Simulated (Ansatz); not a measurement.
Partial pair distribution functions of a relaxed model of amorphous In$_{24}$O$_{30}$, broadened by 0.06 Å; density 6.57 g/cm³. Calculation: PBE, scalar-relativistic without spin-orbit coupling (plane waves to 420 eV, PAW; Ansatz, a first-principles code). The usual formal charges leave 12 electrons over, so the level spacing at the Fermi energy parts defect or band states and needn't be the band gap.

Preparation: random packing, a CHGNet melt and quench, and a DFT relaxation. O atoms were pushed apart under 1.9 Å during the dynamics, to hinder bonds among them. The hot cell started wider than the set density and was brought back towards it in steps. It is the lowest in DFT energy of 2 quenches. It is a model cell: composition and starting density were chosen by hand, and all elements were melted together. No dispersion term was used. Its density started from a set value of 7.22 and ended at 6.57 g/cm³. The quench (nominally 320 K/ps over its main leg) was far faster than any real one, so the model tends to hold more defects than a real film. One small periodic cell is one sample of the glass; other quenches scatter about these values. Volume and shape were free in the relaxation.

| r (Å) | g In-O | g In-In | g O-O |
|---|---|---|---|
| 1.90 | 0.02 | 0.00 | 0.00 |
| 2.00 | 0.73 | 0.00 | 0.00 |
| 2.10 | 5.03 | 0.00 | 0.00 |
| 2.20 | 7.74 | 0.00 | 0.00 |
| 2.30 | 4.51 | 0.00 | 0.00 |
| 2.40 | 1.85 | 0.00 | 0.00 |
| 2.50 | 0.71 | 0.00 | 0.00 |
| 2.60 | 0.07 | 0.08 | 0.09 |
| 2.70 | 0.03 | 0.36 | 1.00 |
| 2.80 | 0.15 | 0.42 | 2.36 |
| 2.90 | 0.08 | 0.22 | 2.97 |
| 3.00 | 0.20 | 0.15 | 2.37 |
| 3.10 | 0.14 | 0.63 | 1.53 |
| 3.20 | 0.20 | 1.55 | 2.30 |
| 3.30 | 0.40 | 2.84 | 2.27 |
| 3.40 | 0.53 | 3.04 | 1.89 |
| 3.50 | 0.61 | 2.61 | 1.52 |
| 3.60 | 0.74 | 1.84 | 0.95 |
| 3.70 | 0.77 | 1.98 | 1.02 |
| 3.80 | 0.82 | 2.33 | 0.76 |
| 3.90 | 0.93 | 1.69 | 0.66 |
| 4.00 | 1.29 | 1.43 | 0.53 |
| 4.10 | 1.49 | 1.32 | 0.48 |
| 4.20 | 1.36 | 1.22 | 0.68 |
| 4.30 | 1.45 | 0.73 | 0.83 |
| 4.40 | 1.25 | 0.57 | 0.97 |

Within 2.64 Å each In has 4.71 O neighbours on average.
